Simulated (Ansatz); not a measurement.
Band structure of Sr₃Ca (Pm-3m, 4 atoms in the cell).

```
Sr3Ca
1.0
    5.98875     0.00000     0.00000
    0.00000     5.98875     0.00000
    0.00000     0.00000     5.98875
Sr Ca
3 1
Direct
  0.00000   0.50000   0.50000
  0.50000   0.00000   0.50000
  0.50000   0.50000   0.00000
  0.00000   0.00000   0.00000
```

Method: PBEsol, PAW files made with PBE (plane waves; Ansatz, an electronic-structure program).

Settings: kpoints.mp_grid.grid = 4 4 4; hamiltonian.xc = pbesol; hamiltonian.pseudopotentials = {kind: paw} (the program's default PAW files); scf.occupations.method = gaussian; scf.occupations.width = 0.136 eV; kpoints.band_path.npoints = 8.

The starting cell comes from a database of computed structures (which also holds hypothetical and non-ambient phases and stackings), without a prior relaxation at this level.

Levels in eV from the Fermi level, bands 17 to 24:
| point | 17 | 18 | 19 | 20 | 21 | 22 | 23 | 24 |
|---|---|---|---|---|---|---|---|---|
| Γ | -3.64 | -0.68 | -0.44 | -0.44 | 0.46 | 0.46 | 0.46 | 0.98 |
| X | -2.41 | -2.41 | 0.06 | 0.26 | 0.55 | 0.55 | 0.76 | 0.76 |
| M | -1.44 | -1.38 | -1.38 | -1.23 | 0.70 | 0.94 | 0.96 | 0.96 |
| R | -1.27 | -0.98 | -0.98 | -0.98 | -0.02 | -0.02 | -0.02 | 0.17 |

Bands cross the Fermi level along this path, so the cell is metallic at this level.

Keys are those of Ansatz 0.2.
